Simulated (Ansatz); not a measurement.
Electronic density of states of amorphous Si$_{24}$O$_{49}$K$_{2}$, density 2.25 g/cm³, on a 2×2×2 Γ-centred mesh with a Gaussian width of 0.1 eV; energies count from the Fermi level, whose place inside the gap is arbitrary. Cell and mesh are small, so fine structure isn't converged. These are PBE, scalar-relativistic without spin-orbit coupling (plane waves to 420 eV, PAW; Ansatz, a first-principles code) values and carry that method's errors. Sampling: a 2×2×2 Γ-centred mesh; Fermi-Dirac width 0.02 eV; no spin polarisation. At PBE the levels at the filled edge of the gap are localised (band-tail or defect states), and the nearest spread-out levels lie 5.4 eV apart at the zone centre.

The cell was made by melting and quenching with the CHGNet potential and then relaxed with DFT. O atoms were pushed apart under 1.9 Å during the dynamics, to hinder bonds among them. The hot cell started wider than the set density and was brought back towards it in steps. It is the lowest in DFT energy of 2 quenches. It is a model cell: composition and starting density were chosen by hand, and all elements were melted together. No dispersion term was used. Its density started from a set value of 2.21 and ended at 2.25 g/cm³. The simulated quench (nominally 320 K/ps over its main leg) is rapid and tends to freeze in more defects than a deposited or slowly cooled glass has. A cell of this size samples the disorder only roughly. Volume and shape were free in the relaxation.

| E - EF (eV) | states/(eV atom) |
|---|---|
| -12.00 | 0.17 |
| -11.90 | 0.17 |
| -11.80 | 0.17 |
| -11.70 | 0.18 |
| -11.60 | 0.17 |
| -11.50 | 0.16 |
| -11.40 | 0.17 |
| -11.30 | 0.15 |
| -11.20 | 0.16 |
| -11.10 | 0.19 |
| -11.00 | 0.20 |
| -10.90 | 0.16 |
| -10.80 | 0.19 |
| -10.70 | 0.22 |
| -10.60 | 0.21 |
| -10.50 | 0.17 |
| -10.40 | 0.16 |
| -10.30 | 0.18 |
| -10.20 | 0.22 |
| -10.10 | 0.22 |
| -10.00 | 0.17 |
| -9.90 | 0.14 |
| -9.80 | 0.16 |
| -9.70 | 0.20 |
| -9.60 | 0.27 |
| -9.50 | 0.41 |
| -9.40 | 0.49 |
| -9.30 | 0.52 |
| -9.20 | 0.59 |
| -9.10 | 0.60 |
| -9.00 | 0.55 |
| -8.90 | 0.61 |
| -8.80 | 0.68 |
| -8.70 | 0.57 |
| -8.60 | 0.32 |
| -8.50 | 0.17 |
| -8.40 | 0.14 |
| -8.30 | 0.26 |
| -8.20 | 0.34 |
| -8.10 | 0.38 |
| -8.00 | 0.38 |
| -7.90 | 0.25 |
| -7.80 | 0.12 |
| -7.70 | 0.03 |
| -7.60 | 0.09 |
| -7.50 | 0.25 |
| -7.40 | 0.25 |
| -7.30 | 0.19 |
| -7.20 | 0.20 |
| -7.10 | 0.33 |
| -7.00 | 0.41 |
| -6.90 | 0.37 |
| -6.80 | 0.39 |
| -6.70 | 0.62 |
| -6.60 | 0.65 |
| -6.50 | 0.67 |
| -6.40 | 0.81 |
| -6.30 | 0.87 |
| -6.20 | 0.78 |
| -6.10 | 0.75 |
| -6.00 | 0.77 |
| -5.90 | 0.82 |
| -5.80 | 0.82 |
| -5.70 | 0.80 |
| -5.60 | 0.84 |
| -5.50 | 0.92 |
| -5.40 | 0.96 |
| -5.30 | 0.91 |
| -5.20 | 0.84 |
| -5.10 | 0.82 |
| -5.00 | 0.83 |
| -4.90 | 0.78 |
| -4.80 | 0.71 |
| -4.70 | 0.72 |
| -4.60 | 0.72 |
| -4.50 | 0.73 |
| -4.40 | 0.75 |
| -4.30 | 0.77 |
| -4.20 | 0.72 |
| -4.10 | 0.55 |
| -4.00 | 0.37 |
| -3.90 | 0.30 |
| -3.80 | 0.17 |
| -3.70 | 0.12 |
| -3.60 | 0.13 |
| -3.50 | 0.03 |
| -3.40 | 0.00 |
| -3.30 | 0.00 |
| -3.20 | 0.00 |
| -3.10 | 0.05 |
| -3.00 | 0.14 |
| -2.90 | 0.07 |
| -2.80 | 0.01 |
| -2.70 | 0.00 |
| -2.60 | 0.05 |
| -2.50 | 0.19 |
| -2.40 | 0.22 |
| -2.30 | 0.07 |
| -2.20 | 0.01 |
| -2.10 | 0.00 |
| -2.00 | 0.00 |
| -1.90 | 0.00 |
| -1.80 | 0.00 |
| -1.70 | 0.00 |
| -1.60 | 0.05 |
| -1.50 | 0.19 |
| -1.40 | 0.21 |
| -1.30 | 0.07 |
| -1.20 | 0.01 |
| -1.10 | 0.00 |
| -1.00 | 0.00 |
| -0.90 | 0.00 |
| -0.80 | 0.00 |
| -0.70 | 0.00 |
| -0.60 | 0.00 |
| -0.50 | 0.00 |
| -0.40 | 0.00 |
| -0.30 | 0.00 |
| -0.20 | 0.00 |
| -0.10 | 0.00 |
| 0.00 | 0.00 |
| 0.10 | 0.00 |
| 0.20 | 0.00 |
| 0.30 | 0.00 |
| 0.40 | 0.00 |
| 0.50 | 0.00 |
| 0.60 | 0.00 |
| 0.70 | 0.00 |
| 0.80 | 0.00 |
| 0.90 | 0.00 |
| 1.00 | 0.00 |
| 1.10 | 0.00 |
| 1.20 | 0.00 |
| 1.30 | 0.01 |
| 1.40 | 0.01 |
| 1.50 | 0.00 |
| 1.60 | 0.00 |
| 1.70 | 0.00 |
| 1.80 | 0.04 |
| 1.90 | 0.07 |
| 2.00 | 0.06 |
| 2.10 | 0.03 |
| 2.20 | 0.05 |
| 2.30 | 0.10 |
| 2.40 | 0.09 |
| 2.50 | 0.07 |
| 2.60 | 0.08 |
| 2.70 | 0.09 |
| 2.80 | 0.06 |
| 2.90 | 0.05 |
| 3.00 | 0.05 |
| 3.10 | 0.08 |
| 3.20 | 0.11 |
| 3.30 | 0.16 |
| 3.40 | 0.19 |
| 3.50 | 0.21 |
| 3.60 | 0.21 |
| 3.70 | 0.19 |
| 3.80 | 0.18 |
| 3.90 | 0.17 |
| 4.00 | 0.22 |
| 4.10 | 0.24 |
| 4.20 | 0.32 |
| 4.30 | 0.33 |
| 4.40 | 0.29 |
| 4.50 | 0.36 |
| 4.60 | 0.44 |
| 4.70 | 0.48 |
| 4.80 | 0.50 |
| 4.90 | 0.56 |
| 5.00 | 0.59 |
| 5.10 | 0.55 |

The level gap on this mesh is 2.75 eV; the broadening fills part of it in the curve.
